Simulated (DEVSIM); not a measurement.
**Si n-i-p diode**

Device: Si n-i-p diode, at 300 K.

| layer (left to right) | material | thickness (μm) | Nd (cm⁻³) | Na (cm⁻³) | τn (s) | τp (s) |
|---|---|---|---|---|---|---|
| 1 | Si | 0.670 | 4e17 | - | 2.3e-7 | 2.3e-7 |
| 2 | Si | 0.650 | - | 4.2e12 | 2.3e-7 | 2.3e-7 |
| 3 | Si | 0.490 | - | 2.2e18 | 2.3e-7 | 2.3e-7 |

Left contact: ohmic. Right contact: ohmic. Voltage is applied to the left contact. Recombination: SRH at mid-gap, radiative. Mobility is constant in doping.

This is a model device: material constants are rounded textbook-type values typed into the input, and sizes, dopings and lifetimes were drawn at random. Values at 300 K.

| parameter | Si |
|---|---|
| gap (eV) | 1.124 |
| affinity (eV) | 4.05 |
| permittivity | 11.7 |
| Nc (cm⁻³) | 2.86e19 |
| Nv (cm⁻³) | 3.1e19 |
| μn (cm²/Vs) | 1417 |
| μp (cm²/Vs) | 470 |
| B (cm³/s) | 4.7e-15 |

Simulated with DEVSIM: 1D drift-diffusion, Boltzmann statistics, complete ionisation; no tunnelling, impact ionisation, image-force lowering or self-heating.

```
Quantity                                         Value
---------------------------------------------  -------
Potential step across the device at zero bias  0.945 V
Dark forward voltage at 1 A/cm²                0.643 V
Dark forward voltage at 100 A/cm²              0.765 V
```

Dark forward current:

(V (V), J (A/cm²)): (-0.05, -5.0e-8); (-0.10, -1.8e-7); (-0.15, -5.7e-7); (-0.25, -5.2e-6); (-0.30, -1.6e-5); (-0.35, -5.7e-5); (-0.40, -0.00022); (-0.50, -0.0053); (-0.55, -0.031); (-0.60, -0.20); (-0.65, -1.3); (-0.75, -57); (-0.80, -370); (-0.85, -2200)

Small-signal capacitance in reverse bias (quasi-static):

| V (V) | C (nF/cm²) |
|---|---|
| 0.2 | 17.1 |
| 0.5 | 16.7 |
| 1 | 16.3 |
| 1.5 | 16.1 |
| 2 | 16.0 |
| 3 | 15.8 |
| 4 | 15.7 |
| 5 | 15.6 |
| 6.5 | 15.5 |
| 8 | 15.3 |
| 10 | 15.2 |
